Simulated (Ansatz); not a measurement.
Given:

```yaml
crystal:
  lattice:
    - [2.54706, 0.00000, 0.00000]
    - [-1.27353, 2.16045, 0.00000]
    - [0.00000, 0.00000, 4.15992]
  atoms:
    - { symbol: C, position: [0.33307, 0.66614, 0.00021] }
    - { symbol: C, position: [0.66693, 0.33386, 0.50021] }
    - { symbol: C, position: [0.33307, 0.66614, 0.37479] }
    - { symbol: C, position: [0.66693, 0.33386, 0.87479] }
```

The numbers are results of r2SCAN, rigid bands (plane waves, PAW, scalar-relativistic; Ansatz, a quantum-chemistry and plane-wave program), not measurements. Condition of this run: uniaxial stress along a of -22 GPa (compression positive) (the target of the relaxation). How the cell was made: cell and atoms relaxed with PBEsol, then loaded as said.

**Question.** Predict the hole conductivity mass (n e² τ/σ) at 300 K, by direction if it differs.

**Answer.** 0.60 (x), 0.31 (y), 0.64 (z) mₑ.

**Question.** Predict the electron conductivity mass (n e² τ/σ) at 300 K, by direction if it differs.

**Answer.** 0.48 (x), 0.46 (y), 0.27 (z) mₑ.

**Question.** And the band gap?

**Answer.** 3.57 eV at this level; semilocal functionals usually fall short of the measured gap.

Rigid bands, one relaxation time for all states, no polarons. Spin-orbit coupling is left out. Geometry: cell and atoms relaxed with PBEsol.
